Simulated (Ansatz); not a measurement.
The starting structures come from a database of crystals and need not be the phases stable at ambient conditions.

Given:

```xyz
17
Lattice="6.8903 0.0000 0.0000 0.0000 9.7443 0.0000 3.4451 4.8722 3.4451" Properties=species:S:1:pos:R:3 pbc="T T T"
H      3.4451     7.9036     0.8420
H      6.8903     6.7129     2.6032
H      2.6032     3.0314     0.0000
H      4.2871     6.7129     0.0000
H      6.8903    12.7758     2.6032
H      3.4451     1.8407     0.8420
H      4.2871     3.0314     0.0000
H      2.6032     6.7129     0.0000
Pd     0.0000     0.0000     0.0000
N      3.4451     7.3082     0.0000
N      3.4451     2.4361     0.0000
Cl     0.0000     2.3409     0.0000
Cl     0.0000     7.4034     0.0000
Cl     1.7899     4.8722     1.7899
Cl     1.6553     9.7443     1.6553
Cl     5.1004     4.8722     1.7899
Cl     5.2350     9.7443     1.6553
```

Space group of this cell: Fm-3m. The cell was relaxed by PBE-D3(BJ).

Transport runs along the normal of the first two printed cell vectors, the (110) plane of the conventional cell.

The gap is the functional's own, uncorrected, and κ follows it; spin-orbit coupling is left out. Mid-gap values are interpolated between the computed energies.

### Question
Compute, with r2SCAN in Ansatz (a first-principles code), the band gap and the smallest decay constant κ at mid-gap.

### Answer
Gap 1.19 eV on a 10×10×10 mesh; κ = 0.242 1/Å, at the zone centre.
